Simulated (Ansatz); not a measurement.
Start from Cu in the fcc (Cu type) structure (space group Fm-3m, No. 225; relaxed with 0.1 eV smearing).

```
CELL_PARAMETERS angstrom
      0.00000     1.78838     1.78838
      1.78838     0.00000     1.78838
      1.78838     1.78838     0.00000
ATOMIC_POSITIONS crystal
  Cu 0.00000 0.00000 0.00000
```

Cartesian axes are those of the cell as printed.

All numbers come from r2SCAN, PAW, 500 eV (Ansatz, a first-principles code; no spin-orbit coupling).

Base values:

| Property | Value |
|---|---|
| Shortest interatomic distance | 2.529 Å |

Modification: tensile biaxial strain of 2.50 % in the plane normal to [001], as in epitaxy on a mismatched substrate; the out-of-plane cell vector and the atoms relax.

What does the calculation give for the shortest interatomic distance, in-plane stress and out-of-plane strain after the change?

The shortest interatomic distance shrinks by 0.014 Å to 2.515 Å; the mean in-plane stress (compression positive) amounts to -2.6 GPa; the out-of-plane strain amounts to -3.71 %.

Stability against distortions was not tested. All final runs are without spin polarisation.
